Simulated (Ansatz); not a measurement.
# Effect of N → Br on TaN

Take TaN in the rock salt structure (space group Fm-3m, No. 225; a = 4.416 Å) as the base.

The change: full substitution N → Br; the structure is relaxed again.

All numbers come from PBE/PAW in Ansatz (an electronic-structure program), without spin-orbit coupling, earlier PAW set. Settings: 15×15×15 k-points, 0.05 eV Fermi–Dirac smearing, for the changed cell.

The volume per atom increases by 9.336 Å³ to 20.10 Å³ and the density decreases by 4.261 g/cm³ (15.04 g/cm³ → 10.77 g/cm³). The lattice parameter a goes up by 1.022 Å to 5.438 Å and the space group stays Fm-3m (No. 225). The shortest interatomic distance goes up by 0.511 Å to 2.719 Å and the band gap is still zero.

Cost of the whole job for the changed cell (relaxation, final SCF and bands): around 28 core-seconds (rough).

Whether these cells are dynamically stable was not tested. As relaxed here, TaBr is a hypothetical phase, not in the database extracts checked. No Hubbard U is applied, and correlation can decide whether such a compound is a metal. The final runs are not spin-polarised. TaBr has a high density of states at the Fermi level and may be magnetic at this level. This is not the structure that TaN has at room temperature and ambient pressure.
